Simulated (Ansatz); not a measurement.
Consider GaN (space group Pm-3n, No. 223; a = 5.513 Å; a hypothetical phase, not in the database extracts checked). Axes: x, y, z lie along the cube axes.

Structures relaxed with PBEsol in Ansatz (plane waves to 420 eV, PAW, without spin-orbit coupling).

Base:

Simulated powder pattern, Cu Kα1, λ = 1.54056 Å (kinematic, ideal powder, no thermal factors, no anomalous dispersion; the 8 strongest lines at most, above 2 %, up to 2θ = 90°):

| 2θ (°) | I/Imax (%) | hkl |
|---|---|---|
| 22.79 | 92 | (110) |
| 32.45 | 18 | (200) |
| 36.41 | 100 | (210) |
| 40.03 | 40 | (211) |
| 57.89 | 37 | (222) |
| 60.50 | 24 | (320) |
| 63.04 | 19 | (321) |
| 79.62 | 21 | (421) |

One thing is altered: strain tensor (xx, yy, zz, yz, xz, xy) = (−0.74, −1.45, −0.60, −1.86, +1.10, −0.71) %; the atoms relax in the strained cell.

**Question.** How do the reflections move or split?

**Answer.** 
Simulated powder pattern, Cu Kα1, λ = 1.54056 Å (kinematic, ideal powder, no thermal factors, no anomalous dispersion; the 8 strongest lines at most, above 2 %, up to 2θ = 90°):

```json
[
 {"2θ (°)": "22.61", "I/Imax (%)": "48", "hkl": "(0 1 -1)"},
 {"2θ (°)": "22.70", "I/Imax (%)": "48", "hkl": "(101)"},
 {"2θ (°)": "22.90", "I/Imax (%)": "49", "hkl": "(1 -1 0)"},
 {"2θ (°)": "23.21", "I/Imax (%)": "100", "hkl": "(1 0 -1)"},
 {"2θ (°)": "23.48", "I/Imax (%)": "51", "hkl": "(011)"},
 {"2θ (°)": "36.35", "I/Imax (%)": "84", "hkl": "(0 2 -1)"},
 {"2θ (°)": "56.96", "I/Imax (%)": "32", "hkl": "(2 -2 2)"},
 {"2θ (°)": "58.48", "I/Imax (%)": "30", "hkl": "(2 2 -2)"}
]
```

The indices refer to the base's conventional cell; one index is shown for lines that coincide. The space group is now P-1 (No. 2).

No phonon test of stability was made.

Ansatz is a quantum-chemistry and plane-wave program.
